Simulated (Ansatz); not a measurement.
**Mg3Sb2, pressure series**

Base system: Mg₃Sb₂ (space group P-3m1, No. 164; a = 4.5669 Å, c = 7.2470 Å).

Cell and atoms are relaxed at each pressure.

The values are results of DFT with r2SCAN, PAW potentials and a 500 eV plane-wave cutoff in Ansatz (a program for electronic structure), no spin-orbit coupling, not measurements.

### Question
Only one of these has no band gap. Which?
(A) pressure 45 GPa
(B) pressure 18 GPa
(C) pressure 9 GPa
(D) pressure 4.2 GPa

### Answer
A, pressure 45 GPa. Computed: pressure 18 GPa: 0.09 eV; pressure 45 GPa: zero; pressure 9 GPa: 0.34 eV; pressure 4.2 GPa: 0.48 eV

With Sb present, leaving out spin-orbit coupling can change the band edges. Load acts through the strain it causes; cell and atoms are relaxed under it. Whether these cells are dynamically stable was not tested. Competing high-pressure phases were not computed. All final runs are without spin polarisation. The zero or small gap of Mg3Sb2 under pressure 18 GPa and Mg3Sb2 under pressure 45 GPa can change with the level of theory.
